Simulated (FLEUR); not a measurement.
Worked example: self-consistent single point of HfC (Fm-3m, 2 atoms in the cell) in FLEUR.

Level of theory: PW91, all-electron FLAPW (FLEUR), scalar-relativistic valence run with FLEUR.

```yaml
crystal:
  lattice:
    - [0.00000, 2.36279, 2.36279]
    - [2.36279, 0.00000, 2.36279]
    - [2.36279, 2.36279, 0.00000]
  atoms:
    - { symbol: Hf, position: [0.00000, 0.00000, 0.00000] }
    - { symbol: C, position: [0.50000, 0.50000, 0.50000] }
```

Reference input (self-consistent single point, DFT, PBE, all-electron FLAPW (FLEUR), scalar-relativistic valence): Kmax = 4 1/bohr; GmaxXC = 16 1/bohr; xcFunctional = pbe; jspins = 1; l_soc = F; mode = hist; fermiSmearingEnergy = 0.00367493 Htr; mesh (inpgen div1-3) = 12 12 12; inpgen gamma flag = true; Gmax = 16 1/bohr; numbands = 0; maxIterBroyd = 15. This run's input differs from it in these lines:

```diff
@@ -14,2 +14,3 @@
 &comp jspins=1 /
+&exco xctyp='pw91' /
 &kpt div1=12 div2=12 div3=12 gamma=t /
@@ -26,3 +27,3 @@
       <coreElectrons ctail="T" frcor="F" kcrel="0" coretail_lmax="0"/>
-      <xcFunctional name="pbe" relativisticCorrections="F"/>
+      <xcFunctional name="pw91" relativisticCorrections="F"/>
       <magnetism jspins="1"/>
```

Log, with long lists cut:

```
 Iteration:     1   Distance:      23.68889747 me/bohr^3
 Iteration:     2   Distance:      19.85056072 me/bohr^3
 Iteration:     3   Distance:       7.77194280 me/bohr^3
 Iteration:     4   Distance:       5.54536934 me/bohr^3
 Iteration:     5   Distance:       3.66663735 me/bohr^3
   [... 8 lines left out ...]
 Iteration:    14   Distance:       0.00008204 me/bohr^3
 Iteration:    15   Distance:       0.00005217 me/bohr^3
 Iteration:    16   Distance:       0.00004357 me/bohr^3
 Iteration:    17   Distance:       0.00000813 me/bohr^3
 Run finished successfully
 Stop message:
   Structural relaxation: Done

[file out, last iteration]
             iter=     18
[...]
          total density-effective poten   -2.6173308232E+04
          total charge density-energy d   -3.1695676241E+02
 Updated energy parameters for spin:           1
[...]
 fermi energy and band-weighting factors:

[...]
FERMIE:
          first approx. to ef    (T=0)  :   0.432029 htr   (energy of the highest occ. eigenvalue)
          number of occ. states  (T=0)  :       1078
          first approx. to seigv (T=0)  :  -5.361815 htr
          sum of weights of occ. states :  15.008102
          sum of semicore charge        :   0.000000 e
FERHIS:  Fermi-Energy by histogram:
          bandgap                     :   0.000119 htr
   [... lines left out ...]
          charge neutrality (T=0)     :   0.016204    (zero if the highest occ. eigenvalue is "entirely" occupied)
     EF_NEWTON:  Adjust Fermi-Energy by Newton-Method.
 Direct bandgap for spin            1 :    1.1447622925117251E-002  Htr
 ---->    free energy=                    -15137.6087656510 htr
   [... lines left out ...]
      extrapolation for T->0
 ---->    total electron energy=          -15137.6085953466 htr
 ***** TOTAL FORCES ON ATOMS *****
 TOTAL FORCE FOR ATOM TYPE=  1  X=  0.000   Y=  0.000   Z=  0.000
                       FX_TOT= 0.000000 FY_TOT= 0.000000 FZ_TOT= 0.000000
 TOTAL FORCE FOR ATOM TYPE=  2  X=  4.465   Y=  4.465   Z=  4.465
                       FX_TOT= 0.000000 FY_TOT= 0.000000 FZ_TOT= 0.000000
 Structural relaxation: Done
```

The run converged in 17 iterations. FLEUR gives forces in its relaxation mode, with a further iteration, so its stop message speaks of a relaxation. 

The starting cell comes from a database of computed structures (which also holds hypothetical and non-ambient phases and stackings), without a prior relaxation at this level. Its lattice was rescaled by a random factor within 2.5 % of one. Spin-orbit coupling is off. Values depend on the basis (sphere radii, cutoffs, local orbitals), which need not be converged. The log's line on a gap gives a spacing of levels on this mesh, which the program prints for metals too.

Cost on one core of a shared machine: roughly 70 s.
